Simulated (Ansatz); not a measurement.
# Point defect N_O in beta Ga2O3

Level of theory: PBE, PAW (plane waves to 420 eV; Ansatz, a first-principles code). The supercell holds 160 host sites (1×4×2 repeats of a cell of 20 atoms), with a Γ-point k-point sampling for the final energies. Site at the start: the O(2) site. Energies of charged states are corrected for periodic images (point charge plus alignment at distant sites). Dielectric constants: PBE linear response of the host. Host gap at this level: 2.00 eV. Zone-centre sampling of a cell this small can put levels off by half an eV or more. PBE underestimates the host's gap, which shifts levels and can delocalise carriers. Spin–orbit coupling is left out. Each state is the lowest found from its start.

Formation energies E_f are given with the Fermi level at the valence-band maximum. Chemical conditions: Ga-rich (Δμ(O) = -3.04 eV, Δμ(N) = -0.88 eV, bounded by wurtzite GaN; only phases computed here count, gases as isolated molecules at 0 K). Reference phases: N: N2 molecule in a box, O: O2 molecule in a box.

Charges with a result: +1, 0, −1. Others weren't obtained, and one of them could lie lower, also by skipping a charge.

| charge | moment (μB) | point group | largest move off a lattice site (Å) | image correction with alignment (eV) | E_f, Ga-rich (eV) | above the lowest spin state (eV) |
|---|---|---|---|---|---|---|
| +1* | fractional | – | 0.07 | – | – | 0.00 |
| +1† | not spin-polarised | – | 0.07 | 0.10 | – | 0.31 |
| 0 | 1.0 | Cs | 0.06 | 0.00 | 2.42 | 0.00 |
| −1 | not spin-polarised | Cs | 0.17 | 0.13 | 3.86 | 0.00 |

* At this level the carrier isn't localised at the defect: at charge +1 holes occupy the valence band. Such a state is shallow or no state of the defect, and this cell gives it no level.

† A state of higher energy that isn't settled.

Point groups are those of the whole cell at tolerances of 0.03 and 0.1 Å ("near" where only the looser one holds); none is given for unsettled states.

Not the lowest form: the same atoms on another site or from another start ended lower, by 0.31 eV at charge 0; by 0.53 eV at charge −1. The levels below are those of this configuration alone.

Transition levels above the valence-band maximum: ε(0/−1) = 1.44 eV.

Flagged in the runs: a host whose relaxation on this sampling wasn't shown to rest, zone-centre sampling.
